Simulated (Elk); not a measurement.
Band structure of SrAlGe (P-6m2, 3 atoms in the cell).

```
SrAlGe
1.0
    4.29652     0.00000     0.00000
   -2.14826     3.72090     0.00000
    0.00000     0.00000     4.77902
Sr Al Ge
1 1 1
Direct
  0.00000   0.00000   0.00000
  0.66667   0.33333   0.50000
  0.33333   0.66667   0.50000
```

Method: Elk 10.2.4 with PBEsol, all-electron FP-LAPW, Elk's shipped species files, APW+lo basis with extra local orbitals.

Settings: xctype = 22; rgkmax = 7.5; stype = 3; swidth = 0.00183747 Ha; ngridk = 6 6 5; gmaxvr = 14 1/bohr; nxlo = 2; lorbcnd = true; rmtscf = 0.96; lmaxi = 2.

The starting cell comes from a database of computed structures (which also holds hypothetical and non-ambient phases and stackings), without a prior relaxation at this level. Values depend on the basis (sphere radii, cutoffs, local orbitals), which need not be converged.

Levels in eV from the Fermi level, bands 13 to 20:
```csv
point,13,14,15,16,17,18,19,20
Γ,-10.21,-1.66,-1.24,-1.24,-0.61,0.58,2.72,2.72
M,-8.69,-6.00,-2.10,-1.37,-0.53,1.57,2.62,3.17
K,-8.45,-5.69,-4.18,-0.91,0.11,2.05,2.70,3.50
A,-9.71,-4.14,-0.89,-0.89,0.76,1.51,1.51,2.64
L,-8.73,-5.55,-2.44,-1.84,-1.13,0.84,3.71,5.14
H,-8.50,-5.77,-3.43,-1.56,-0.81,2.31,3.68,4.74
```

Bands cross the Fermi level along this path, so the cell is metallic at this level.
